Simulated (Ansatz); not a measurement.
Base system: PbF₂ in the fluorite structure (space group Fm-3m, No. 225).

```
CELL_PARAMETERS angstrom
      0.00000     2.94934     2.94934
      2.94934     0.00000     2.94934
      2.94934     2.94934     0.00000
ATOMIC_POSITIONS crystal
  Pb 0.00000 0.00000 0.00000
  F  0.25000 0.25000 0.25000
  F  0.75000 0.75000 0.75000
```

Cartesian axes are those of the cell as printed.

Method: Ansatz (an electronic-structure program), PBEsol, PAW, cutoff 420 eV, spin-orbit coupling left out.

Strains are applied to the cell and any free atomic positions relax.

One change was made to it. Results:

```json
[
 {"quantity": "smallest direct gap", "base": "4.46 eV", "after": "4.43 eV"},
 {"quantity": "band gap", "base": "4.31 eV", "after": "4.27 eV"},
 {"quantity": "shortest interatomic distance", "base": "4.827 bohr", "after": "4.859 bohr"}
]
```

Question: What was done to the base?
A. uniaxial strain ε_zz = −1.00 %
B. uniaxial strain ε_zz = −3.00 %
C. uniaxial strain ε_zz = +2.00 %
D. uniaxial strain ε_zz = +1.00 %

Answer: C, uniaxial strain ε_zz = +2.00 %. For comparison, the shortest interatomic distance in the other runs: uniaxial strain ε_zz = −3.00 % gives 4.779 bohr; uniaxial strain ε_zz = −1.00 % gives 4.811 bohr; uniaxial strain ε_zz = +1.00 % gives 4.843 bohr.

Spin-orbit coupling, missing from the scalar runs, can matter with Pb. Stability against distortions was not tested.
